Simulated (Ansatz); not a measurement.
Results of PBEsol (PAW; Ansatz, a program for electronic structure) for Sc (P6₂22, No. 180, 6 atoms in the cell; start mp-601273; another form than the element's usual one).

Settings: plane-wave cutoff 520 eV, 18×18×4 k mesh (along the axes of the cell as run), Fermi–Dirac smearing 0.05 eV, scalar-relativistic PAW data made under PBE.

Cell (relaxed at this level):

```
Sc
1.0
    3.19650     0.00000     0.00000
   -1.59825     2.76825     0.00000
    0.00000     0.00000    16.07087
Sc
6
Direct
  0.49999   0.00000   0.50000
  0.49999   0.49999   0.66667
  0.00000   0.49999   0.83333
  0.50001   0.00000   0.00000
  0.50001   0.50001   0.16667
  0.00000   0.50001   0.33333
```

**Question.** What does this level give for the bulk modulus B0?

**Answer.** 
bulk modulus B0: 52.6 GPa

The run finds no gap.

Note: the bulk modulus is −V dP/dV from two relaxed cells at ±2 % in volume; the relaxation could not lower the start's symmetry, so the cell can be a saddle point above a distorted one.

Computed values are for the static lattice.

Cost on a shared machine: around 5 core-minutes (rough).

A start named mp-… is a Materials Project structure, which need not be a measured phase.
